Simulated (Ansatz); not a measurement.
**A computed series for NaCl: pressure series**

Base system: NaCl in the rock salt structure (space group Fm-3m, No. 225; a = 5.696 Å).

Cell and atoms are relaxed at each pressure.

Method: Kohn–Sham DFT with the PBE functional, run in Ansatz (a program for electronic structure) with PAW and 420 eV plane waves, no SOC.

Candidates:
(a) pressure 30 GPa
(b) pressure −2 GPa
(c) pressure 50 GPa
(d) pressure −1 GPa

Base values:

| Item | Value |
|---|---|
| Band gap | 5.00 eV |

Question: Order them by band gap, highest first.

Answer: (a) pressure 30 GPa (7.18 eV), (c) pressure 50 GPa (6.71 eV), (d) pressure −1 GPa (4.83 eV), (b) pressure −2 GPa (4.62 eV)

Load acts through the strain it causes; cell and atoms are relaxed under it. Stability against distortions was not tested. Competing high-pressure phases were not computed.
